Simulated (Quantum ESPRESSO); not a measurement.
Band structure of EuCd (Pm-3m, 2 atoms in the cell).

```
EuCd
1.0
    3.88826     0.00000     0.00000
    0.00000     3.88826     0.00000
    0.00000     0.00000     3.88826
Eu Cd
1 1
Direct
  0.50000   0.50000   0.50000
  0.00000   0.00000   0.00000
```
Moments meant for the start (each program seeds them in its own way; μB, in the order of the atoms Eu Cd): 7.0 0.0.

Computed with LDA (PZ), SSSP 1.1.2 efficiency (PBE) pseudopotentials (plane waves; Quantum ESPRESSO).

Settings: ecutwfc = 50 Ry; ecutrho = 400 Ry; occupations = smearing; smearing = fermi-dirac; degauss = 0.0073499 Ry; nspin = 2; input_dft = pz; potentials = {Eu: Eu.GGA-PBE-paw-v1.0.UPF, Cd: Cd.pbe-dn-rrkjus_psl.0.3.1.UPF}; K_POINTS = automatic 6 6 6 1 1 1; nbnd = 27; conv_thr = 1e-10 Ry; mixing_beta = 0.3.

The starting cell comes from a database of computed structures (which also holds hypothetical and non-ambient phases and stackings), without a prior relaxation at this level. Its lattice was rescaled by a random factor within 2.5 % of one. Spin-orbit coupling is off. With one magnetic atom in the cell only a parallel order is possible. With U or open f shells several self-consistent states can exist. The f electrons are in the valence without U or exact exchange, which can misplace them near the Fermi level. Spin-orbit terms, which matter for f shells, are left out.

Levels in eV from the Fermi level, bands 15 to 22 of the first spin channel:
| point | 15 | 16 | 17 | 18 | 19 | 20 | 21 | 22 |
|---|---|---|---|---|---|---|---|---|
| Γ | -0.45 | -0.45 | -0.39 | 0.34 | 0.34 | 4.24 | 4.24 | 4.24 |
| X | -0.42 | -0.39 | -0.35 | -0.35 | 0.59 | 1.43 | 1.43 | 4.23 |
| M | -0.46 | -0.35 | -0.35 | 0.23 | 0.23 | 0.36 | 2.93 | 2.93 |
| R | -0.45 | -0.45 | -0.37 | -0.37 | -0.37 | 0.40 | 5.05 | 5.05 |

Bands cross the Fermi level along this path, so the cell is metallic at this level.

The net moment of the cell came out as 7.04 μB.
